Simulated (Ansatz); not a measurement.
Re3B (space group Cmcm, No. 63)

```cif
data_B4Re12
_chemical_formula_sum 'Re12 B4'
_space_group_name_H-M_alt 'Cmcm'
_space_group_IT_number 63
_space_group_name_Hall '-C 2c 2'
_cell_length_a 2.88142
_cell_length_b 9.32726
_cell_length_c 7.26984
_cell_angle_alpha 90.000
_cell_angle_beta 90.000
_cell_angle_gamma 90.000
loop_
_atom_site_label
_atom_site_type_symbol
_atom_site_symmetry_multiplicity
_atom_site_Wyckoff_symbol
_atom_site_fract_x
_atom_site_fract_y
_atom_site_fract_z
_atom_site_occupancy
Re1 Re 8 f 0.00000 0.13319 0.56471 1
Re2 Re 4 c 0.00000 0.57535 0.25000 1
B1 B 4 c 0.00000 0.25436 0.25000 1
```
(The calculation used a cell of 8 atoms; values per cell refer to that cell.)

Level of theory: PBEsol, PAW, 420 eV (Ansatz, an electronic-structure program; scalar-relativistic without spin-orbit coupling). Settings: 17×17×7 k-points, 0.05 eV Fermi–Dirac smearing.

The volume per atom is 12.21 Å³, the density is 19.36 g/cm³ and the band gap comes out as zero. The total energy is -8091.332 eV/atom (σ→0; compares only within this code and set-up).

No phonon test of stability was made. The final runs are not spin-polarised.
